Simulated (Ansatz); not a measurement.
Ansatz (a quantum-chemistry and plane-wave program) run on BaGaSi (P-6m2, 3 atoms in the cell): self-consistent single point.

Computed with PBEsol, PAW files made with PBE (plane waves; Ansatz).

The change in words: lattice scaled by 0.98. Reference geometry:
```
CELL_PARAMETERS angstrom
      4.28357     0.00000     0.00000
     -2.14178     3.70968     0.00000
      0.00000     0.00000     5.23811
ATOMIC_POSITIONS crystal
  Ba 0.00000 0.00000 0.00000
  Ga 0.33333 0.66667 0.50000
  Si 0.66667 0.33333 0.50000
```

Reference input (self-consistent single point, DFT, PBEsol, plane waves, PAW files made with PBE): kpoints.mp_grid.grid = 7 7 5; hamiltonian.xc = pbesol; hamiltonian.pseudopotentials = {kind: paw} (the program's default PAW files); scf.occupations.method = fermi_dirac; scf.occupations.width = 0.1 eV. This run's input differs from it in these lines:

```diff
@@ -2,5 +2,5 @@
   lattice:
-    - [4.283568, 0.000000, 0.000000]
-    - [-2.141784, 3.709678, 0.000000]
-    - [0.000000, 0.000000, 5.238107]
+    - [4.197897, 0.000000, 0.000000]
+    - [-2.098948, 3.635484, 0.000000]
+    - [0.000000, 0.000000, 5.133345]
   atoms:
```

Output, abridged:

```
SCF iter   1: F=—  HF=-10229.769316 eV  |F-HF|=—  |Δ(HF+E_count)|=         —  Δρ=4.10e-2  dr2=2.30e0  ethr=3.10e-3  ⟨swp⟩=8.5  Hψ=2910  notcnv=0
all-band conjugate gradients solve this SCF's bands
preconditioner: auto → Kerker (q_TF=auto, 2.284 Å⁻¹)
SCF iter   2: F=—  HF=-10229.189761 eV  |F-HF|=—  |Δ(HF+E_count)|=   5.80e-1  Δρ=2.01e-2  dr2=5.68e-1  ethr=3.10e-3  ⟨swp⟩=3.0  Hψ=1094  notcnv=0
   [... lines left out ...]
SCF iter   6: F=—  HF=-10228.994114 eV  |F-HF|=—  |Δ(HF+E_count)|=   1.64e-4  Δρ=4.52e-4  dr2=1.10e-4  ethr=3.71e-6  ⟨swp⟩=2.0  Hψ=725  notcnv=0
SCF iter   7: F=—  HF=-10228.994088 eV  |F-HF|=—  |Δ(HF+E_count)|=   2.58e-5  Δρ=6.64e-5  dr2=4.89e-6  ethr=4.06e-7  ⟨swp⟩=2.0  Hψ=566  notcnv=0
SCF iter   8: F=—  HF=-10228.994069 eV  |F-HF|=—  |Δ(HF+E_count)|=   1.92e-5  Δρ=1.56e-5  dr2=3.30e-7  ethr=1.81e-8  ⟨swp⟩=2.0  Hψ=734  notcnv=0
SCF iter   9: F=-10228.994069 eV  HF=-10228.994069 eV  |F-HF|=8.45e-9  |Δ(HF+E_count)|=   1.34e-8  Δρ=3.78e-6  dr2=2.13e-8  ethr=3.70e-10  ⟨swp⟩=6.2  Hψ=2289  notcnv=0
SCF 1 converged in 9 iterations: F = -10228.994069 eV  dr2 = 2.13e-8
Free energy (F): -10228.994069 eV
Internal energy: -10228.945403 eV  (E = F + TS)
E sigma→0 (E₀):  -10228.969736 eV
Entropy (-TS):   -0.048667 eV (-16.222 meV/atom)
Fermi energy:    8.781336 eV
--- Forces (eV/Å), atoms counted from 1 ---
  atom   1  Ba     0.00000000    -0.00000000    -0.00000000
   [... zero for the other atoms too ...]
--- Stress (GPa, compression-positive) ---
        0.030737      -0.000000       0.000000
        0.000000       0.030737       0.000000
        0.000000       0.000000      -1.351088
  P = ⅓ Tr σ = -0.4299 GPa (-4.299 kbar)
  The stress holds the Pulay correction. Without it, at fixed plane waves, as pw.x and ABINIT print it: P = -0.4458 GPa
```

The run converged in 9 iterations. Against the reference run the free energy goes down by 18.9 meV/atom and the pressure goes from -3.06 to -0.43 GPa.

The starting cell comes from a database of computed structures (which also holds hypothetical and non-ambient phases and stackings), without a prior relaxation at this level. Its lattice was rescaled by a random factor within 2.5 % of one. For this run, on top of that: lattice scaled by 0.98. Ansatz's pressure includes its estimate of the finite-basis (Pulay) stress.

Keys are those of Ansatz 0.2.
